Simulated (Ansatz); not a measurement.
The parent structure is AgCl in the rock salt structure (space group Fm-3m, No. 225; a = 5.447 Å). Axes: x, y, z lie along the cube axes.

The values are results of PBEsol (Ansatz, a quantum-chemistry and plane-wave program), without spin-orbit coupling, not measurements.

Base values:

| Quantity | Value |
|---|---|
| Valley order | Γ 0.72 eV; X along ⟨100⟩ 2.13 eV |
| Smallest direct gap | 3.03 eV |

Now apply this change: uniaxial strain ε_zz = +3.00 %, all other strain components held at zero; the atoms relax in the strained cell.

Q: What happens to the stress?

A: The stress (xx, yy, zz, yz, xz, xy; compression positive) is (-1.25, -1.25, -1.88, 0.00, 0.00, 0.00) GPa.

Q: Estimate the effect on the energy relative to the base.

A: The energy rises by 3.8 meV/atom.

Q: What happens to the valley order?

A: The valley order (the lowest conduction-band minima on the path, energy above the VBM, named in the base's zone) goes from Γ 0.72 eV; X along ⟨100⟩ 2.13 eV to Γ 0.64 eV; X along [100] 2.08 eV; X along [001] 2.12 eV.

Q: Predict the new smallest direct gap.

A: The smallest direct gap decreases by 0.09 eV to 2.94 eV.

Stability against distortions was not tested.
